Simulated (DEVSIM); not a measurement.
abrupt In0.53Ga0.47As n-p junction

Structure: abrupt In0.53Ga0.47As n-p junction, at 250 K.

| layer (left to right) | material | thickness (μm) | Nd (cm⁻³) | Na (cm⁻³) | τn (s) | τp (s) |
|---|---|---|---|---|---|---|
| 1 | In0.53Ga0.47As | 23.0 | 5.5e16 | - | 9e-8 | 9e-8 |
| 2 | In0.53Ga0.47As | 76.0 | - | 7.5e15 | 9e-8 | 9e-8 |

Left contact: ohmic. Right contact: ohmic. Voltage is applied to the left contact. Recombination: SRH at mid-gap, Auger. Mobility is μmin + (μ − μmin)/(1 + (N/Nref)^α).

This is a model device: material constants are rounded textbook-type values typed into the input, and sizes, dopings and lifetimes were drawn at random. Values at 300 K; Nc and Nv go as T^1.5, mobilities as T to minus their exponent, the gap by Varshni's rule with the affinity fixed.

```csv
parameter,In0.53Ga0.47As
gap (eV),0.74
affinity (eV),4.51
permittivity,13.9
Nc (cm⁻³),2.1e17
Nv (cm⁻³),7.7e18
μn (cm²/Vs),12000
μp (cm²/Vs),300
"μn,min",300
"μp,min",10
"Nref,n",1.3e17
"Nref,p",4.9e17
αn,0.48
αp,0.4
T exponent of μn,1.6
T exponent of μp,1.6
Cn (cm⁶/s),5e-29
Cp (cm⁶/s),5e-29
Varshni α (eV/K),0.00035
Varshni β (K),190
```

DEVSIM, 1D drift-diffusion, Boltzmann statistics, complete ionisation; no tunnelling, impact ionisation, image-force lowering or self-heating.

```
Item                                                Value
---------------------------------------------  ----------
Potential step across the device at zero bias     0.588 V
Largest field in the device at zero bias       31000 V/cm
Dark forward voltage at 1 A/cm²                   0.460 V
Dark forward voltage at 100 A/cm²                 0.735 V
```

Small-signal capacitance in reverse bias (quasi-static):

```tsv
V (V)	C (nF/cm²)
0.1	31.8
0.25	28.6
0.5	25.0
0.75	22.4
1	20.5
1.5	17.8
2	16.0
2.5	14.6
3.25	13.1
4	12.0
5	10.8
```

Dark forward current:

```json
[
 {"V (V)": "-0.05", "J (A/cm²)": "-1.7e-7"},
 {"V (V)": "-0.10", "J (A/cm²)": "-7.8e-7"},
 {"V (V)": "-0.15", "J (A/cm²)": "-3.3e-6"},
 {"V (V)": "-0.20", "J (A/cm²)": "-1.7e-5"},
 {"V (V)": "-0.25", "J (A/cm²)": "-0.00012"},
 {"V (V)": "-0.30", "J (A/cm²)": "-0.00097"},
 {"V (V)": "-0.35", "J (A/cm²)": "-0.0091"},
 {"V (V)": "-0.40", "J (A/cm²)": "-0.088"},
 {"V (V)": "-0.45", "J (A/cm²)": "-0.73"},
 {"V (V)": "-0.50", "J (A/cm²)": "-3.7"},
 {"V (V)": "-0.55", "J (A/cm²)": "-11"},
 {"V (V)": "-0.60", "J (A/cm²)": "-24"},
 {"V (V)": "-0.65", "J (A/cm²)": "-45"},
 {"V (V)": "-0.70", "J (A/cm²)": "-75"},
 {"V (V)": "-0.75", "J (A/cm²)": "-110"},
 {"V (V)": "-0.80", "J (A/cm²)": "-160"},
 {"V (V)": "-0.85", "J (A/cm²)": "-230"},
 {"V (V)": "-0.90", "J (A/cm²)": "-300"},
 {"V (V)": "-0.95", "J (A/cm²)": "-390"},
 {"V (V)": "-1.00", "J (A/cm²)": "-500"},
 {"V (V)": "-1.05", "J (A/cm²)": "-620"},
 {"V (V)": "-1.10", "J (A/cm²)": "-750"},
 {"V (V)": "-1.15", "J (A/cm²)": "-900"},
 {"V (V)": "-1.20", "J (A/cm²)": "-1100"}
]
```
